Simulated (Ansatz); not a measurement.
**La: La → Ca**

The reference is La (space group P6_3/mmc, No. 194; a = 3.786 Å, c = 12.033 Å).

It is then changed as follows: Ca takes the place of La on all its sites; the structure is relaxed again.

The values are results of Ansatz (an electronic-structure program), r2SCAN, PAW, cutoff 500 eV, no SOC, not measurements. Γ-centred 14×14×4 mesh, Fermi–Dirac width 0.05 eV.

```
quantity                           base             changed        shift
-------------------  ------------------  ------------------  -----------
density                      6.18 g/cm³          1.54 g/cm³  -4.64 g/cm³
lattice parameter a             3.786 Å             3.934 Å     +0.148 Å
c/a ratio                         3.179               3.284       +0.105
space group          P6_3/mmc (No. 194)  P6_3/mmc (No. 194)            –
band gap                           zero                zero            –
```

No phonon test of stability was made. This is not the structure that Ca has at room temperature and ambient pressure.
